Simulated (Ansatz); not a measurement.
The reference is Ce in the fcc (Cu type) structure (space group Fm-3m, No. 225).

```
CELL_PARAMETERS angstrom
      0.00000     2.33195     2.33195
      2.33195     0.00000     2.33195
      2.33195     2.33195     0.00000
ATOMIC_POSITIONS crystal
  Ce 0.00000 0.00000 0.00000
```

Cartesian axes are those of the cell as printed.

Method: r2SCAN, PAW, 500 eV (Ansatz, a quantum-chemistry and plane-wave program; no SOC).

For the base:

- Shortest interatomic distance: 3.298 Å
- Band gap: zero

Now apply this change: a free-standing slab of 5 layers (5 atoms, 1 a layer) is cut normal to [111], with 15 Å of vacuum and the in-plane cell held at bulk.

How does this affect the change of the spacing d12 from its bulk value of 2.693 Å?

The change of the spacing d12 from its bulk value of 2.693 Å amounts to +0.8 %.

Predict the new change of the spacing d23 from its bulk value of 2.693 Å.

The change of the spacing d23 from its bulk value of 2.693 Å is -0.4 %.

What does the calculation give for the excess energy per area of both faces after the change?

The excess energy per area of both faces (slab less bulk energy over the cell's area: twice a surface energy) amounts to 2.4 J/m² (uncertain by up to 0.09 J/m²).

What happens to the shortest interatomic distance?

The shortest interatomic distance falls by 0.009 Å to 3.289 Å.

Predict the new band gap.

The band gap stays zero.

The 4f electrons are in the valence with no U and their state was not checked, so volumes and moments can be off. The excess energy carries the mismatch between the slab's and the bulk's meshes. Whether these cells are dynamically stable was not tested. Seeded moments were not kept for the base. The final runs are not spin-polarised.
